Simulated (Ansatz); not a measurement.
Start from LuN in the CsCl type structure (space group Pm-3m, No. 221; a = 2.893 Å; a hypothetical phase, not in the database extracts checked; relaxed with 0.1 eV smearing). Axes: x, y, z lie along the cube axes.

Calculations: Ansatz (a first-principles code), PBEsol, PAW, cutoff 420 eV, without spin-orbit coupling.

One thing is altered: every lattice vector is shortened by 1.08 %; the atoms relax in the strained cell.

Question: Predict the stress tensor and what it implies for the stiffness.

Answer: Stress of the strained cell less that of the base (GPa, compression positive):
```
    6.2     0.0     0.0
    0.0     6.2     0.0
    0.0     0.0     6.2
```

Then B = −ΔP/(ΔV/V₀) with ΔV/V₀ = -0.0321 gives secant stiffness values (nonlinear terms included at this strain): B ≈ 193 GPa.

As a check, the harmonic strain energy −½ V₀ Δσ:ε is 7.6 meV/atom; the computed energy rise is 7.3 meV/atom.

Whether these cells are dynamically stable was not tested. All final runs are without spin polarisation.
